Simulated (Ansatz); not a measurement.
## A computed series for Re: response to strain

Take Re in the hcp (Mg type) structure (space group P6_3/mmc, No. 194; a = 2.752 Å, c = 4.440 Å; relaxed with 0.1 eV smearing) as the base.

Strains are applied to the cell and any free atomic positions relax.

Computed with DFT with PBEsol, PAW potentials and a 420 eV plane-wave cutoff in Ansatz (a first-principles code), no spin-orbit coupling.

Notes on the quantities. energy relative to the base: free energy F; pressure: mean of the normal stresses, compression positive.

| variant | energy relative to the base | pressure | volume per atom |
|---|---|---|---|
| base | 0 meV/atom | 0.0 GPa | 14.56 Å³ |
| isotropic strain −3.00 % | +159 meV/atom | 43.5 GPa | 13.29 Å³ |
| isotropic strain −2.50 % | +109 meV/atom | 35.0 GPa | 13.49 Å³ |
| isotropic strain −2.00 % | +68 meV/atom | (withheld) | 13.70 Å³ |
| isotropic strain −1.50 % | +38 meV/atom | 19.6 GPa | 13.91 Å³ |
| isotropic strain −1.00 % | +17 meV/atom | 12.6 GPa | 14.13 Å³ |
| isotropic strain +0.50 % | +3.9 meV/atom | -5.7 GPa | 14.78 Å³ |
| isotropic strain +1.00 % | +15 meV/atom | (withheld) | 15.00 Å³ |
| isotropic strain +1.50 % | (withheld) | -15.8 GPa | 15.22 Å³ |
| isotropic strain +2.00 % | +60 meV/atom | -20.3 GPa | 15.45 Å³ |

Task: Complete the table.

Result: 
- isotropic strain −2.00 %, pressure: 27.0 GPa
- isotropic strain +1.00 %, pressure: -10.9 GPa
- isotropic strain +1.50 %, energy relative to the base: +34 meV/atom

No phonon test of stability was made. The final runs are not spin-polarised.
